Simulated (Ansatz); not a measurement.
Electronic density of states of amorphous hafnia (Hf₁₈O₃₅), density 9.13 g/cm³, on a 2×2×2 Γ-centred mesh with a Gaussian width of 0.1 eV; energies count from the Fermi level, whose place inside the gap is arbitrary. Cell and mesh are small, so fine structure isn't converged. Computed with PBE, scalar-relativistic without spin-orbit coupling (plane waves to 420 eV, PAW; Ansatz, a quantum-chemistry and plane-wave program). Sampling: a 2×2×2 Γ-centred mesh; Fermi-Dirac width 0.02 eV; no spin polarisation. The usual formal charges leave 2 electrons over, so the level spacing at the Fermi energy parts defect or band states and needn't be the band gap.

It comes from a melt-quench run on a machine-learned potential (CHGNet), relaxed afterwards by DFT. O atoms were pushed apart under 1.9 Å during the dynamics, to hinder bonds among them. The hot cell started wider than the set density and was brought back towards it in steps. It is the lowest in DFT energy of 4 quenches. It is a model cell: composition and starting density were chosen by hand, and all elements were melted together. No dispersion term was used. Its density started from a set value of 9.13 and ended at 9.13 g/cm³. The quench (nominally 300 K/ps over its main leg) was far faster than any real one, so the model tends to hold more defects than a real film. One small periodic cell is one sample of the glass; other quenches scatter about these values. The volume was held where the preparation left it, at a PBE pressure of -2.1 GPa (tension). Stress components on the final sampling reach 3.7 GPa. On a 2×2×2 Γ-centred mesh force components of up to 0.19 eV/Å stay, since the relaxation ran on the zone centre alone.

| E - EF (eV) | states/(eV atom) |
|---|---|
| -12.00 | 0.00 |
| -11.90 | 0.00 |
| -11.80 | 0.00 |
| -11.70 | 0.00 |
| -11.60 | 0.00 |
| -11.50 | 0.00 |
| -11.40 | 0.00 |
| -11.30 | 0.00 |
| -11.20 | 0.00 |
| -11.10 | 0.00 |
| -11.00 | 0.00 |
| -10.90 | 0.00 |
| -10.80 | 0.00 |
| -10.70 | 0.00 |
| -10.60 | 0.00 |
| -10.50 | 0.00 |
| -10.40 | 0.00 |
| -10.30 | 0.00 |
| -10.20 | 0.00 |
| -10.10 | 0.00 |
| -10.00 | 0.00 |
| -9.90 | 0.00 |
| -9.80 | 0.00 |
| -9.70 | 0.00 |
| -9.60 | 0.00 |
| -9.50 | 0.00 |
| -9.40 | 0.00 |
| -9.30 | 0.00 |
| -9.20 | 0.00 |
| -9.10 | 0.00 |
| -9.00 | 0.00 |
| -8.90 | 0.00 |
| -8.80 | 0.00 |
| -8.70 | 0.02 |
| -8.60 | 0.14 |
| -8.50 | 0.30 |
| -8.40 | 0.39 |
| -8.30 | 0.35 |
| -8.20 | 0.42 |
| -8.10 | 0.53 |
| -8.00 | 0.63 |
| -7.90 | 0.66 |
| -7.80 | 0.66 |
| -7.70 | 0.74 |
| -7.60 | 0.83 |
| -7.50 | 0.84 |
| -7.40 | 0.90 |
| -7.30 | 0.91 |
| -7.20 | 0.85 |
| -7.10 | 0.88 |
| -7.00 | 0.84 |
| -6.90 | 0.77 |
| -6.80 | 0.82 |
| -6.70 | 0.82 |
| -6.60 | 0.82 |
| -6.50 | 0.83 |
| -6.40 | 0.83 |
| -6.30 | 0.79 |
| -6.20 | 0.86 |
| -6.10 | 0.86 |
| -6.00 | 0.78 |
| -5.90 | 0.86 |
| -5.80 | 0.93 |
| -5.70 | 0.90 |
| -5.60 | 0.84 |
| -5.50 | 0.81 |
| -5.40 | 0.85 |
| -5.30 | 0.91 |
| -5.20 | 0.89 |
| -5.10 | 0.90 |
| -5.00 | 0.88 |
| -4.90 | 0.91 |
| -4.80 | 1.01 |
| -4.70 | 0.96 |
| -4.60 | 0.91 |
| -4.50 | 0.96 |
| -4.40 | 1.03 |
| -4.30 | 1.04 |
| -4.20 | 0.89 |
| -4.10 | 0.80 |
| -4.00 | 0.74 |
| -3.90 | 0.72 |
| -3.80 | 0.70 |
| -3.70 | 0.52 |
| -3.60 | 0.27 |
| -3.50 | 0.20 |
| -3.40 | 0.12 |
| -3.30 | 0.02 |
| -3.20 | 0.00 |
| -3.10 | 0.00 |
| -3.00 | 0.00 |
| -2.90 | 0.00 |
| -2.80 | 0.00 |
| -2.70 | 0.00 |
| -2.60 | 0.00 |
| -2.50 | 0.00 |
| -2.40 | 0.00 |
| -2.30 | 0.00 |
| -2.20 | 0.00 |
| -2.10 | 0.00 |
| -2.00 | 0.00 |
| -1.90 | 0.00 |
| -1.80 | 0.00 |
| -1.70 | 0.00 |
| -1.60 | 0.00 |
| -1.50 | 0.00 |
| -1.40 | 0.00 |
| -1.30 | 0.00 |
| -1.20 | 0.00 |
| -1.10 | 0.00 |
| -1.00 | 0.00 |
| -0.90 | 0.00 |
| -0.80 | 0.01 |
| -0.70 | 0.08 |
| -0.60 | 0.19 |
| -0.50 | 0.09 |
| -0.40 | 0.01 |
| -0.30 | 0.00 |
| -0.20 | 0.00 |
| -0.10 | 0.00 |
| 0.00 | 0.00 |
| 0.10 | 0.00 |
| 0.20 | 0.00 |
| 0.30 | 0.00 |
| 0.40 | 0.01 |
| 0.50 | 0.09 |
| 0.60 | 0.30 |
| 0.70 | 0.42 |
| 0.80 | 0.34 |
| 0.90 | 0.34 |
| 1.00 | 0.45 |
| 1.10 | 0.56 |
| 1.20 | 0.62 |
| 1.30 | 0.56 |
| 1.40 | 0.49 |
| 1.50 | 0.57 |
| 1.60 | 0.68 |
| 1.70 | 0.71 |
| 1.80 | 0.70 |
| 1.90 | 0.70 |
| 2.00 | 0.74 |
| 2.10 | 0.75 |
| 2.20 | 0.75 |
| 2.30 | 0.76 |
| 2.40 | 0.78 |
| 2.50 | 0.75 |
| 2.60 | 0.69 |
| 2.70 | 0.75 |
| 2.80 | 0.84 |
| 2.90 | 0.83 |
| 3.00 | 0.80 |
| 3.10 | 0.75 |
| 3.20 | 0.72 |
| 3.30 | 0.69 |

The level spacing at the Fermi energy on this mesh is 1.12 eV; the broadening fills part of it in the curve.
